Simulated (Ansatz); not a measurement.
**Ansatz (an electronic-structure program) run on LuCd (Pm-3m, 2 atoms in the cell): self-consistent single point**

Method: LDA (PW92), default PAW files made with PBE (plane waves; Ansatz).

Input:

Ansatz 0.2 input:
```yaml
crystal:
  lattice:
    - [3.62278500, 0.00000000, 0.00000000]
    - [0.00000000, 3.62278500, 0.00000000]
    - [0.00000000, 0.00000000, 3.62278500]
  atoms:
    - { symbol: Lu, position_ang: [1.81139250, 1.81139250, 1.81139250] }
    - { symbol: Cd, position_ang: [0.00000000, 0.00000000, 0.00000000] }
basis:
  ecutwfc: 420.0
kpoints:
  mp_grid: { grid: [9, 9, 9] }
hamiltonian:
  xc: lda
  pseudopotentials: { kind: paw }
scf:
  occupations: { method: fermi_dirac, width: 0.1 }
output:
  forces: true
  eigenvalues: true
  stress: true
```

Output (repeated stretches shortened):

```
WARN ansatz: RAYON_NUM_THREADS=1 ignored (pool sized by the plan → 1); use --threads N
Pseudopotentials: kind: paw
Pseudopotential: Lu, paw, valence charge 25
Pseudopotential: Cd, paw, valence charge 20
Crystal: 2 atoms, lattice volume = 47.547 Å³
Basis set: ecut = 420 eV, 925 PW (Γ)
Bands: 27, of which v1, the nominal top of the filled ones, is band 23 counted from 1 (22 counted from 0)
Symmetry: 48 space group operations
Space group: Pm-3m (ITA 221), of the structure as read, at distance tolerance 3.6e-5 Å
k-points: 35 of 729
PAW frozen core: Lu, regenerated for the run's functional, and the local potential with it
PAW frozen core: Cd, regenerated for the run's functional, and the local potential with it
Initial density: superposition of atomic densities (neutral atoms: chi_scale 0, normalization atom), corrected by the library's trained network
Initial wavefunctions: pseudopotential atomic-orbital guess
Eigensolver: davidson
Functional: x = slater, c = lda
SCF iter   1: F=—  HF=-22611.509551 eV  |F-HF|=—  |Δ(HF+E_count)|=         —  Δρ=7.34e-3  dr2=1.73e-2  ethr=1.77e-3  ⟨swp⟩=5.0  Hψ=4747  notcnv=0
all-band conjugate gradients solve this SCF's bands
preconditioner: auto → Kerker (q_TF=auto, 2.703 Å⁻¹)
SCF iter   2: F=—  HF=-22611.504026 eV  |F-HF|=—  |Δ(HF+E_count)|=   5.53e-3  Δρ=2.65e-3  dr2=1.78e-3  ethr=3.83e-5  ⟨swp⟩=2.3  Hψ=2084  notcnv=0
SCF iter   3: F=—  HF=-22611.503963 eV  |F-HF|=—  |Δ(HF+E_count)|=   6.32e-5  Δρ=1.30e-3  dr2=3.81e-4  ethr=3.95e-6  ⟨swp⟩=2.2  Hψ=1830  notcnv=0
SCF iter   4: F=—  HF=-22611.503793 eV  |F-HF|=—  |Δ(HF+E_count)|=   1.70e-4  Δρ=8.13e-4  dr2=1.50e-4  ethr=8.46e-7  ⟨swp⟩=3.1  Hψ=1965  notcnv=0
SCF iter   5: F=—  HF=-22611.503810 eV  |F-HF|=—  |Δ(HF+E_count)|=   1.66e-5  Δρ=1.56e-4  dr2=1.23e-5  ethr=3.34e-7  ⟨swp⟩=2.5  Hψ=1652  notcnv=0
SCF iter   6: F=—  HF=-22611.503816 eV  |F-HF|=—  |Δ(HF+E_count)|=   6.59e-6  Δρ=3.39e-5  dr2=5.82e-7  ethr=2.74e-8  ⟨swp⟩=2.1  Hψ=1664  notcnv=0
SCF iter   7: F=-22611.503816 eV  HF=-22611.503816 eV  |F-HF|=3.64e-9  |Δ(HF+E_count)|=   1.52e-7  Δρ=6.65e-6  dr2=7.56e-9  ethr=2.22e-10  ⟨swp⟩=9.0  Hψ=6129  notcnv=0
SCF 1 converged in 7 iterations: F = -22611.503816 eV  dr2 = 7.56e-9
SCF converged after 7 iterations
Free energy (F): -22611.503816 eV
Harris-Foulkes:  -22611.503816 eV  (|F-HF|=3.64e-9)
Internal energy: -22611.452149 eV  (E = F + TS)
E sigma→0 (E₀):  -22611.477982 eV
Entropy (-TS):   -0.051667 eV (-25.834 meV/atom)
Fermi energy:    14.923190 eV
--- Per-component energies (eV) ---
  E_band       = -368.187293
  E_kinetic    = 923.589488
  E_local      = -9388.537809  (includes V_loc(G=0)·N_el)
  E_nonlocal   = 625.956097
  E_hartree    = 4071.440392
  E_xc         = -392.670341
  E_vxc        = -480.273785  (∫ρ·V_xc dr)
  E_paw        = -11080.834108  (= ΣΔE_a)
  E_vpaw       = -191.804660  (= ΣTr[D̂ρ^β])
  E_aug_tail   = 0.000025  (compensation charges beyond the density's cutoff)
  E_ewald      = -7373.481097
  E_core_change = 3.085204  (= ΣΔE_core)
  E_smearing   = -0.051667  (= −TS)
  E_closure    = 0.000000  (closes the sum)
  Σ components = -22611.503816   (vs F -22611.503816, Δ=0.00e0)
--- Forces (eV/Å), atoms counted from 1 ---
  atom   1  Lu     0.00000000     0.00000000     0.00000000
  atom   2  Cd    -0.00000000     0.00000000     0.00000000
  max |Σ_I F_I| component: 2.82e-28 eV/Å
--- Stress (GPa, compression-positive) ---
       -3.854006       0.000000       0.000000
       -0.000000      -3.854006       0.000000
        0.000000       0.000000      -3.854006
  P = ⅓ Tr σ = -3.8540 GPa (-38.540 kbar)
  The stress holds the Pulay correction. Without it, at fixed plane waves, as pw.x and ABINIT print it: P = -3.8909 GPa
--- Band table (eV; the first three rows and the last of 35) ---
  k-point 0: bands = ["-87.5837", "-48.6982", "-48.6982", "-48.6982", "-41.7153", "-12.3174", "-12.3174", "-12.3174", "6.0368", "6.0368", "6.3898", "6.3898", "6.3898", "7.1824", "9.4770", "9.4770", "9.4770", "9.4831", "9.4831", "9.4831", "9.4977", [...]
  k-point 1: bands = ["-87.5837", "-48.6985", "-48.6982", "-48.6982", "-41.7147", "-12.3382", "-12.3158", "-12.3158", "6.0460", "6.0776", "6.3791", "6.3791", "6.3926", "7.3684", "9.4776", "9.4785", "9.4791", "9.4791", "9.4863", "9.4863", "9.4994", [...]
  k-point 2: bands = ["-87.5837", "-48.6992", "-48.6982", "-48.6982", "-41.7132", "-12.3907", "-12.3120", "-12.3120", "6.0695", "6.1784", "6.3523", "6.3523", "6.3998", "7.9177", "9.4680", "9.4793", "9.4841", "9.4841", "9.4948", "9.4948", "9.5038", [...]
  k-point 34: bands = ["-87.5835", "-48.7002", "-48.7002", "-48.7002", "-41.7007", "-12.4480", "-12.4480", "-12.4480", "6.1473", "6.1658", "6.1658", "6.6452", "6.6452", "9.4402", "9.4744", "9.4749", "9.4749", "9.5014", "9.5014", "9.5027", "12.6835", [...]
```

The run converged in 7 iterations.

The starting cell comes from a database of computed structures (which also holds hypothetical and non-ambient phases and stackings), without a prior relaxation at this level. Its lattice was rescaled by up to half a per cent. Spin-orbit coupling is off. With a pressure of about -4 GPa the cell is away from its equilibrium volume at this level. Ansatz's pressure includes its estimate of the finite-basis (Pulay) stress.
